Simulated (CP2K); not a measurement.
# Worked example: self-consistent single point of Se (P3_121, 3 atoms in the cell) in CP2K

Computed with PBE, GPW, DZVP-MOLOPT-SR-GTH basis, GTH-PBE potentials (GTH_POTENTIALS) run with CP2K.

Input:

```
&GLOBAL
  PROJECT run
  RUN_TYPE ENERGY_FORCE
  PRINT_LEVEL LOW
&END GLOBAL
&FORCE_EVAL
  METHOD Quickstep
  STRESS_TENSOR ANALYTICAL
  &DFT
    BASIS_SET_FILE_NAME BASIS_MOLOPT
    POTENTIAL_FILE_NAME GTH_POTENTIALS
    &QS
      METHOD GPW
      EPS_DEFAULT 1E-10
    &END QS
    &MGRID
      CUTOFF 400
      REL_CUTOFF 40
      NGRIDS 4
    &END MGRID
    &SCF
      SCF_GUESS ATOMIC
      EPS_SCF 1E-6
      MAX_SCF 100
      ADDED_MOS 4
      &DIAGONALIZATION
        ALGORITHM STANDARD
      &END DIAGONALIZATION
      &MIXING
        METHOD BROYDEN_MIXING
        ALPHA 0.2
        NBUFFER 12
        BETA 1
      &END MIXING
      &SMEAR ON
        METHOD FERMI_DIRAC
        ELECTRONIC_TEMPERATURE [K] 116.05
      &END SMEAR
    &END SCF
    &KPOINTS
      SCHEME MONKHORST-PACK 6 6 5
      GAMMA_CENTERED T
    &END KPOINTS
    &XC
      &XC_FUNCTIONAL PBE
      &END XC_FUNCTIONAL
    &END XC
    &PRINT
      &MO
        EIGENVALUES T
        OCCUPATION_NUMBERS T
        NDIGITS 8
        FILENAME mo
        &EACH
          QS_SCF 0
        &END EACH
        ADD_LAST NUMERIC
      &END MO
      &MULLIKEN OFF
      &END MULLIKEN
    &END PRINT
  &END DFT
  &SUBSYS
    &CELL
      A 4.42069200 0.00000000 0.00000000
      B -2.21034700 3.82843200 0.00000000
      C 0.00000000 0.00000000 5.00742000
      PERIODIC XYZ
    &END CELL
    &COORD
      SCALED
      Se       0.00000000     0.22500000     0.66666667
      Se       0.77500000     0.77500000     0.00000000
      Se       0.22500000     0.00000000     0.33333333
    &END COORD
    &KIND Se
      BASIS_SET DZVP-MOLOPT-SR-GTH-q6
      POTENTIAL GTH-PBE-q6
    &END KIND
  &END SUBSYS
  &PRINT
    &FORCES ON
    &END FORCES
    &STRESS_TENSOR ON
    &END STRESS_TENSOR
  &END PRINT
&END FORCE_EVAL
```

Log, with long lists cut:

```
 GLOBAL| Method name                                                        CP2K
 GLOBAL| Project name                                                        run
 GLOBAL| Run type                                                   ENERGY_FORCE

 TOTAL NUMBERS AND MAXIMUM NUMBERS

  Total number of            - Atomic kinds:                                   1
                             - Atoms:                                          3
                             - Shell sets:                                     3
                             - Shells:                                        15
                             - Primitive Cartesian functions:                 12
                             - Cartesian basis functions:                     42
                             - Spherical basis functions:                     39

  Maximum angular momentum of the orbital basis functions:                     2

 SCF PARAMETERS         Density guess:                                    ATOMIC
                        max_scf:                                             100
                        max_diis:                                              4
                        eps_scf:                                        1.00E-06
                        eps_diis:                                       1.00E-01
                        eps_eigval:                                     1.00E-05
                        level_shift [a.u.]:                             0.000000
                        added MOs                                         4    0
                        Mixing method:                            BROYDEN_MIXING
                                                charge density mixing in g-space
                        Smear method:                                FERMI_DIRAC
                        Electronic temperature [K]:                        116.0
                        Electronic temperature [a.u.]:                  3.68E-04
                        Accuracy threshold:                             1.00E-10
                        No outer SCF

 Extrapolation method: initial_guess

 Number of electrons:                                                         18
 Number of occupied orbitals:                                                  9
 Number of molecular orbitals:                                                13

 Number of orbital functions:                                                 39
 Number of independent orbital functions:                                     39

 SCF WAVEFUNCTION OPTIMIZATION

  Step     Update method      Time    Convergence         Total energy    Change
     1 NoMix/Diag. 0.20E+00      -     0.42935449       -28.3853371649 -2.84E+01
     2 Broy./Diag. 0.20E+00      -     0.00461870       -28.3161677235  6.92E-02
     3 Broy./Diag. 0.20E+00      -     0.02249499       -28.2836939608  3.25E-02
     4 Broy./Diag. 0.20E+00      -     0.00081102       -28.2784671594  5.23E-03
     5 Broy./Diag. 0.20E+00      -     0.00225275       -28.2802719248 -1.80E-03
     6 Broy./Diag. 0.20E+00      -     0.00010593       -28.2835403087 -3.27E-03
     7 Broy./Diag. 0.20E+00      -     0.00019804       -28.2845372689 -9.97E-04
     8 Broy./Diag. 0.20E+00      -     0.00002490       -28.2846415381 -1.04E-04
     9 Broy./Diag. 0.20E+00      -     0.00003903       -28.2850863127 -4.45E-04
    10 Broy./Diag. 0.20E+00      -     0.00000252       -28.2852258669 -1.40E-04
    11 Broy./Diag. 0.20E+00      -     0.00000693       -28.2852087077  1.72E-05
    12 Broy./Diag. 0.20E+00      -     0.00000014       -28.2852059700  2.74E-06

  *** SCF run converged in    12 steps ***

  Electronic density on regular grids:        -18.0000000000        0.0000000000
  Core density on regular grids:               17.9999999968       -0.0000000032
  Total charge density on r-space grids:       -0.0000000032
  Total charge density g-space grids:          -0.0000000032

  Overlap energy of the core charge distribution:               0.00000000781472
  Self energy of the core charge distribution:                -59.73772061093890
  Core Hamiltonian energy:                                     13.31596257588943
  Hartree energy:                                              24.28155943883229
  Exchange-correlation energy:                                 -6.14500738155919
  Electronic entropic energy:                                  -0.00000000000000
  Fermi energy:                                                 0.13075751501186

  Total energy:                                               -28.28520596996165
  Total energy (extrapolated to T->0):                        -28.28520596996165

 ENERGY| Total FORCE_EVAL ( QS ) energy [hartree]            -28.285210737932147

 FORCES| Atomic forces [hartree/bohr]
 FORCES|   Atom     x               y               z               |f|
 FORCES|      1 -2.51130072E-03  4.34758331E-03 -2.16455650E-07   5.02076807E-03
 FORCES|      2 -2.51162379E-03 -4.35024721E-03 -4.61971673E-08   5.02323650E-03
 FORCES|      3  5.02078056E-03 -1.04955143E-06  2.62654977E-07   5.02078067E-03
 FORCES| Sum    -2.14395888E-06 -3.71345488E-06  2.15964924E-12
 FORCES| Total atomic force                                       4.28792571E-06

 STRESS| Analytical stress tensor [bar]
 STRESS|                        x                   y                   z
 STRESS|      x        1.13360063704E+04   3.21922250316E-01   1.10225164927E-01
 STRESS|      y        3.21922250316E-01   1.13362598261E+04  -6.57710491959E-02
 STRESS|      z        1.10225164927E-01  -6.57710491959E-02   2.35043728679E+04
 STRESS| 1/3 Trace                                             1.53922130215E+04
```

The run converged in 12 iterations.

The starting cell has typed, rounded lattice constants, without a prior relaxation at this level. Its lattice was rescaled by a random factor within 2.5 % of one. Values carry the incompleteness of an atom-centred basis.
